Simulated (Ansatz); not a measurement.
This Ansatz (a quantum-chemistry and plane-wave program) input is the reference run, SiC (space group P6_3mc, No. 186), computed with PBE (Ansatz), spin-orbit coupling left out, earlier PAW set:

Ansatz 0.2 input:
```yaml
crystal:
  lattice:
    - [3.0949988783, 0, 0]
    - [-1.5474994391, 2.6803476533, 0]
    - [0, 0, 15.1864909662]
  atoms:
    - { symbol: Si, position: [0, 0, 0.9998233979] }
    - { symbol: Si, position: [0, 0, 0.4998233979] }
    - { symbol: Si, position: [0.6666666667, 0.3333333333, 0.8330935188] }
    - { symbol: Si, position: [0.3333333333, 0.6666666667, 0.3330935188] }
    - { symbol: Si, position: [0.6666666667, 0.3333333333, 0.1666015369] }
    - { symbol: Si, position: [0.3333333333, 0.6666666667, 0.6666015369] }
    - { symbol: C, position: [0, 0, 0.8744704904] }
    - { symbol: C, position: [0, 0, 0.3744704904] }
    - { symbol: C, position: [0.6666666667, 0.3333333333, 0.7080985187] }
    - { symbol: C, position: [0.3333333333, 0.6666666667, 0.2080985187] }
    - { symbol: C, position: [0.6666666667, 0.3333333333, 0.0416125373] }
    - { symbol: C, position: [0.3333333333, 0.6666666667, 0.5416125373] }
basis: { ecutwfc: 420, ecutrho_ratio: 4, xc_grid: 2, fft_grid_basis: typed }
kpoints: { mp_grid: { grid: [10, 10, 2] } }
hamiltonian:
  xc: pbe
  dispersion: none
  pseudopotentials: { azcp: { folder: ./paw }, kind: paw }
scf: { occupations: { method: fermi_dirac, width: 0.05 }, convergence: { dr2_threshold: 0.0000000012 } }
output: { forces: true, stress: true }
checkpoint: { write: state.ck, write_every: 1000 }
```

Question: Write the input for this change: cell and atoms relaxed at a pressure of 0.3 GPa.

Answer: 
Ansatz 0.2 input:
```yaml
crystal:
  lattice:
    - [3.0949988783, 0, 0]
    - [-1.5474994391, 2.6803476533, 0]
    - [0, 0, 15.1864909662]
  atoms:
    - { symbol: Si, position: [0, 0, 0.9998233979] }
    - { symbol: Si, position: [0, 0, 0.4998233979] }
    - { symbol: Si, position: [0.6666666667, 0.3333333333, 0.8330935188] }
    - { symbol: Si, position: [0.3333333333, 0.6666666667, 0.3330935188] }
    - { symbol: Si, position: [0.6666666667, 0.3333333333, 0.1666015369] }
    - { symbol: Si, position: [0.3333333333, 0.6666666667, 0.6666015369] }
    - { symbol: C, position: [0, 0, 0.8744704904] }
    - { symbol: C, position: [0, 0, 0.3744704904] }
    - { symbol: C, position: [0.6666666667, 0.3333333333, 0.7080985187] }
    - { symbol: C, position: [0.3333333333, 0.6666666667, 0.2080985187] }
    - { symbol: C, position: [0.6666666667, 0.3333333333, 0.0416125373] }
    - { symbol: C, position: [0.3333333333, 0.6666666667, 0.5416125373] }
basis: { ecutwfc: 420, ecutrho_ratio: 4, xc_grid: 2, fft_grid_basis: typed }
kpoints: { mp_grid: { grid: [10, 10, 2] } }
hamiltonian:
  xc: pbe
  dispersion: none
  pseudopotentials: { azcp: { folder: ./paw }, kind: paw }
scf: { occupations: { method: fermi_dirac, width: 0.05 } }
relax: { f_tol: 0.01, max_steps: 60, cell: { stress_tol: 0.02, p_target: 0.3 } }
output: { forces: true, stress: true }
checkpoint: { write: state.ck, write_every: 1000 }
```
This is the input that was run.

Load acts through the strain it causes; cell and atoms are relaxed under it. Whether these cells are dynamically stable was not tested.
